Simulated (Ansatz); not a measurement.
SiC (P6_3mc), HSE06, rigid bands run with Ansatz (a quantum-chemistry and plane-wave program): N_c = 1.02e19 cm⁻³ at 300 K and an electron conductivity mass of 0.254 mₑ along z (a = (3.08, 0.00, 0.00) Å; b = (-1.54, 2.66, 0.00) Å; c = (0.00, 0.00, 5.05) Å).

Question: For 1e17 electrons per cm³ at 300 K, place the Fermi level, estimate the Seebeck coefficient of a parabolic band with constant τ, and give mobility and conductivity for τ = 50 fs.

Answer: The level lies k_BT ln(N_c/n) = 0.120 eV below the conduction-band minimum. S ≈ −(k_B/e)[ln(N_c/n) + 5/2] = -614 μV/K, against -616 μV/K from the full bands (mean over directions). μ = eτ/m = 346 cm²/(V·s) and σ = neμ = 5.55 S/cm. τ is assumed, not computed.

Band transport and this doping are assumed; polarons and phonon drag are left out. Spin-orbit coupling is left out. Geometry: cell and atoms relaxed with PBEsol.
